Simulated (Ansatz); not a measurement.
Reference: LaTl (Pm-3m), PBEsol, DFPT electron-phonon coupling, linearised Boltzmann equation (plane waves, PAW, scalar-relativistic; Ansatz, an electronic-structure program); geometry: relaxed with this functional, without spin-orbit coupling.

```
LaTl
1.0
    3.92018     0.00000     0.00000
    0.00000     3.92018     0.00000
    0.00000     0.00000     3.92018
La Tl
1 1
Cartesian
  0.00000   0.00000   0.00000
  1.96009   1.96009   1.96009
```

| Quantity | Value |
|---|---|
| resistivity at 300 K | 69 μΩ·cm |
| mean free path at 300 K | 4.8 nm |

Question: Swap La for Mg, keeping the structure type. How do these values move?

Answer: MgTl (Pm-3m): volume per atom 30.1 to 23.6 Å³; resistivity at 300 K falls (69 μΩ·cm to 9.3 μΩ·cm); mean free path at 300 K rises (4.8 nm to 10.2 nm).

Question: Swap Tl for Mg, keeping the structure type. How do these values move?

Answer: MgLa (Pm-3m): volume per atom 30.1 to 29.9 Å³; resistivity at 300 K falls (69 μΩ·cm to 41 μΩ·cm); mean free path at 300 K falls (4.8 nm to 3.8 nm).

Moves up to 17 % count as about the same. Metals; harmonic phonons alone scatter; means over directions. The mean free path is weighted by the current that each state carries. Halving the electron mesh moves these values by up to 12 %; q meshes are mostly untested. Some of the runs warned that the eigensolver left states short of its tolerance. Spin-orbit coupling is left out.

Formula and space group known from diffraction (Crystallography Open Database), not checked to be the room-temperature form: LaTl (Pm-3m), MgLa (Pm-3m), MgTl (Pm-3m). The missing spin-orbit coupling matters most for LaTl (Pm-3m), MgTl (Pm-3m).
